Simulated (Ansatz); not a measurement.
The starting structures come from a database of crystals and need not be the phases stable at ambient conditions.

 Where the default PAW files enter, the runs use the earlier of Ansatz's two default sets.

## Evanescent states of AlP (P6_3mc, wurtzite, not sure to be the ambient phase, 4 atoms a cell, 20.5 Å³ an atom) along the normal of (111)

The numbers are results of PBEsol (plane waves, PAW; Ansatz, an electronic-structure program), not measurements.

The gap is the functional's own. No spin-orbit coupling. Mid-gap values are interpolated on the energy grid.

Energies count from the valence-band top; κ is the least over a 6×6 mesh across the current.

```json
[
 {"E (eV)": "0.05", "κ (1/Å)": "0.049", "where": "Γ"},
 {"E (eV)": "0.15", "κ (1/Å)": "0.083", "where": "Γ"},
 {"E (eV)": "0.25", "κ (1/Å)": "0.104", "where": "Γ"},
 {"E (eV)": "0.35", "κ (1/Å)": "0.120", "where": "Γ"},
 {"E (eV)": "0.45", "κ (1/Å)": "0.133", "where": "Γ"},
 {"E (eV)": "0.55", "κ (1/Å)": "0.144", "where": "Γ"},
 {"E (eV)": "0.65", "κ (1/Å)": "0.153", "where": "Γ"},
 {"E (eV)": "0.75", "κ (1/Å)": "0.161", "where": "Γ"},
 {"E (eV)": "0.85", "κ (1/Å)": "0.168", "where": "Γ"},
 {"E (eV)": "0.95", "κ (1/Å)": "0.165", "where": "off Γ"},
 {"E (eV)": "1.05", "κ (1/Å)": "0.158", "where": "off Γ"},
 {"E (eV)": "1.15", "κ (1/Å)": "0.149", "where": "off Γ"},
 {"E (eV)": "1.25", "κ (1/Å)": "0.139", "where": "off Γ"},
 {"E (eV)": "1.35", "κ (1/Å)": "0.128", "where": "off Γ"},
 {"E (eV)": "1.45", "κ (1/Å)": "0.115", "where": "off Γ"},
 {"E (eV)": "1.55", "κ (1/Å)": "0.099", "where": "off Γ"},
 {"E (eV)": "1.65", "κ (1/Å)": "0.080", "where": "off Γ"},
 {"E (eV)": "1.75", "κ (1/Å)": "0.053", "where": "off Γ"}
]
```

Question: How thick must the barrier be to attenuate the transmission by 10^4 when the electrodes' Fermi level lies at 1.35 eV, and what attenuation does that film give at 0.95 eV?

Answer: d = 4 ln 10 / (2 × 0.128) = 36.0 Å. At 0.95 eV it gives 4 × 0.165/0.128 = 5.2 decades.
